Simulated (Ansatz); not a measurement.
The reference is Os in the hcp (Mg type) structure (space group P6_3/mmc, No. 194; a = 2.729 Å, c = 4.309 Å; relaxed with 0.1 eV smearing). Axes: x lies along a and z along c of the hexagonal cell.

Computed with plane-wave PAW DFT at the PBEsol level (Ansatz, a quantum-chemistry and plane-wave program, 420 eV), no spin-orbit coupling.

Base values:

```
Property                        Result
-----------------------------  -------
Shortest interatomic distance  2.669 Å
Pressure                       0.0 GPa
```

Perturbation: uniaxial strain ε_zz = −2.00 %, all other strain components held at zero; the atoms relax in the strained cell.

**Question.** Estimate the effect on the shortest interatomic distance, energy relative to the base and pressure.

**Answer.** The shortest interatomic distance drops by 0.0347 Å, from 2.669 Å to 2.635 Å; the energy rises by 16 meV/atom; the pressure (mean of the normal stresses, compression positive) goes from zero to 9.8 GPa.

Whether these cells are dynamically stable was not tested. All final runs are without spin polarisation.
